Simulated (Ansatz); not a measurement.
The reference is Cu in the fcc (Cu type) structure (space group Fm-3m, No. 225; relaxed with 0.1 eV smearing).

```
CELL_PARAMETERS angstrom
      0.00000     1.78838     1.78838
      1.78838     0.00000     1.78838
      1.78838     1.78838     0.00000
ATOMIC_POSITIONS crystal
  Cu 0.00000 0.00000 0.00000
```

Cartesian axes are those of the cell as printed.

Method: r2SCAN/PAW in Ansatz (an electronic-structure program), scalar-relativistic without spin-orbit coupling.

One thing is altered: biaxial strain −1.50 %, plane normal [001], relaxed out of plane (Cartesian); in-plane vectors clamped, the third vector and the atoms free.

Question: What does the calculation give for the ratio −ε⊥/ε∥ after the change?

Answer: The ratio −ε⊥/ε∥ is 1.38.

No phonon test of stability was made. All final runs are without spin polarisation.
